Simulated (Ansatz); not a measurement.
HfC, response to strain

The reference is HfC in the rock salt structure (space group Fm-3m, No. 225; a = 4.607 Å; relaxed with 0.1 eV smearing). Axes: x, y, z lie along the cube axes.

Strains are applied to the cell and any free atomic positions relax; under biaxial strain the out-of-plane vector relaxes too.

Method: PBEsol (Ansatz, a first-principles code; PAW; 420 eV plane waves; scalar-relativistic without spin-orbit coupling).

```tsv
biaxial strain, plane normal [001], relaxed out of plane (%)	out-of-plane strain (%)
0	0.00
0.5	?
1.5	-0.56
2	-0.74
2.5	-0.92
3	-1.09
```

Q: Fit ε⊥ = −νε + γε² (strains in %) to the rows shown and predict the withheld row.

A: Least squares on the printed values gives ν = 0.38 (the biaxial Poisson response) and γ = 0.007 (largest residual 0.00 %); this predicts -0.19 %, and the run gives -0.19 %, in agreement.

Whether these cells are dynamically stable was not tested. All final runs are without spin polarisation.
